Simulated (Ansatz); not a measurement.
Start from Ir in the fcc (Cu type) structure (space group Fm-3m, No. 225; a = 3.831 Å; relaxed with 0.1 eV smearing). Axes: x, y, z lie along the cube axes.

Level of theory: PBEsol in Ansatz (plane waves to 420 eV, PAW, scalar-relativistic without spin-orbit coupling).

One thing is altered: uniaxial strain ε_zz = +3.58 %, all other strain components held at zero, atoms relaxed at fixed cell.

**Question.** Predict the stress tensor and what it implies for the stiffness.

**Answer.** Stress of the strained cell less that of the base (GPa, compression positive):
```
   -8.0     0.0     0.0
    0.0    -8.0     0.0
    0.0     0.0   -20.4
```

Then −Δσ_ii/ε with ε = 0.0358 gives secant stiffness values (nonlinear terms included at this strain): C33 ≈ 570 GPa, C13 ≈ 222 GPa and C23 ≈ 222 GPa.

As a check, the harmonic strain energy −½ V₀ Δσ:ε is 32 meV/atom; the computed energy rise is 33 meV/atom.

No phonon test of stability was made. All final runs are without spin polarisation.

Ansatz is a first-principles code.
